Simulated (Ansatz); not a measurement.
The reference is AgI in the zinc blende structure (space group F-43m, No. 216; a = 6.6283 Å).

All numbers come from PBE/PAW in Ansatz (a quantum-chemistry and plane-wave program), without spin-orbit coupling.

For the base:

```
Quantity                           Result
-------------  --------------------------
Hole mass      0.22, 0.79, 0.79 mₑ (at Γ)
Gap character                 direct at Γ
```

Now apply this change: hydrostatic tension (pressure −1 GPa).

How does this affect the mean gap deformation potential ΔEg/Δln V, hole mass and gap character?

The mean gap deformation potential ΔEg/Δln V comes out as +0.1 eV; the hole mass (degenerate bands, along [100]) changes from 0.22, 0.79, 0.79 mₑ (at Γ) to 0.23, 0.85, 0.85 mₑ (at Γ); the gap character stays direct at Γ.

Spin-orbit coupling, missing from the scalar runs, can matter with I. Load acts through the strain it causes; cell and atoms are relaxed under it. Masses are band curvatures over ±0.01 Å⁻¹ around the edge. Whether these cells are dynamically stable was not tested.
